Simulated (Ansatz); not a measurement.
Bond-angle distributions (per cent of the angles at each element, bins of 10°) of a relaxed model of amorphous Si$_{18}$Na$_{6}$K$_{6}$O$_{42}$ at 2.09 g/cm³. Calculation: PBE, scalar-relativistic without spin-orbit coupling (plane waves to 420 eV, PAW; Ansatz, an electronic-structure program).

It comes from a melt-quench run on a machine-learned potential (CHGNet), relaxed afterwards by DFT. O atoms were pushed apart under 1.9 Å during the dynamics, to hinder bonds among them. The hot cell started wider than the set density and was brought back towards it in steps. It is the lowest in DFT energy of 2 quenches. It is a model cell: composition and starting density were chosen by hand, and all elements were melted together. No dispersion term was used. Its density started from a set value of 2.34 and ended at 2.09 g/cm³. The simulated quench (nominally 260 K/ps over its main leg) is rapid and tends to freeze in more defects than a deposited or slowly cooled glass has. One small periodic cell is one sample of the glass; other quenches scatter about these values. Volume and shape were free in the relaxation.

Bonds are counted up to Si-Si 2.60 Å, Si-Na 3.05 Å, Si-K 3.45 Å, Si-O 1.92 Å, Na-Na 3.65 Å, Na-K 4.06 Å, Na-O 3.20 Å, K-K 4.47 Å, K-O 3.50 Å, O-O 1.58 Å. Two cations that share two anions don't count as bonded, nor two that share one unless they lie closer than Si-Si 2.38 Å, Si-Na 2.96 Å, Si-K 3.36 Å, Na-Na 3.55 Å, Na-K 3.95 Å, K-K 4.34 Å.

```json
[
 {"angle (°)": "50-60", "at Si": "0", "at Na": "10", "at K": "11"},
 {"angle (°)": "60-70", "at Si": "0", "at Na": "10", "at K": "6"},
 {"angle (°)": "70-80", "at Si": "0", "at Na": "6", "at K": "7"},
 {"angle (°)": "80-90", "at Si": "1", "at Na": "6", "at K": "7"},
 {"angle (°)": "90-100", "at Si": "2", "at Na": "10", "at K": "11"},
 {"angle (°)": "100-110", "at Si": "55", "at Na": "10", "at K": "13"},
 {"angle (°)": "110-120", "at Si": "42", "at Na": "12", "at K": "15"},
 {"angle (°)": "120-130", "at Si": "1", "at Na": "8", "at K": "4"},
 {"angle (°)": "130-140", "at Si": "0", "at Na": "12", "at K": "8"},
 {"angle (°)": "140-150", "at Si": "0", "at Na": "10", "at K": "7"},
 {"angle (°)": "150-160", "at Si": "0", "at Na": "4", "at K": "2"},
 {"angle (°)": "160-170", "at Si": "0", "at Na": "0", "at K": "3"},
 {"angle (°)": "170-180", "at Si": "0", "at Na": "2", "at K": "1"}
]
```

They go with these counts of neighbours within the cut-offs, cation contacts included: Si mean 4.0, most often 4; Na mean 4.5, most often 5; K mean 6.2, most often 7.
